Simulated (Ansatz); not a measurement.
# What biaxial strain −1.80 %, plane normal [001], relaxed out of plane does to SrTiO3

Take SrTiO₃ in the cubic perovskite structure (space group Pm-3m, No. 221; a = 3.854 Å) as the base. Axes: x, y, z lie along the cube axes.

One thing is altered: compressive biaxial strain of 1.80 % in the plane normal to [001], as in epitaxy on a mismatched substrate; the out-of-plane cell vector and the atoms relax.

The values are results of Ansatz (a program for electronic structure) LDA, scalar-relativistic without spin-orbit coupling, not measurements. k-mesh 9×9×9 (Γ-centred); smearing 0.05 eV (Fermi–Dirac).

```csv
quantity,base,changed,shift
volume per atom,11.45 Å³,11.16 Å³,-0.29 Å³
space group,Pm-3m (No. 221),P4/mmm (No. 123),–
energy relative to the base (free energy F),0 meV/atom,+11 meV/atom,+11 meV/atom
"pressure (mean of the normal stresses, compression positive)",0.0 kbar,57.0 kbar,+57.0 kbar
band gap,1.85 eV,1.82 eV,-0.03 eV
gap character,–,"indirect, A → Γ",–
out-of-plane strain,–,+1.10 %,–
ratio −ε⊥/ε∥,–,0.61,–
mean in-plane stress (compression positive),–,+8.5 GPa,–
```

Stability against distortions was not tested. All final runs are without spin polarisation. Many cubic perovskites are stable only at high temperature; tilts and polar distortions were not tested. k-point labels follow each cell's own Brillouin zone.
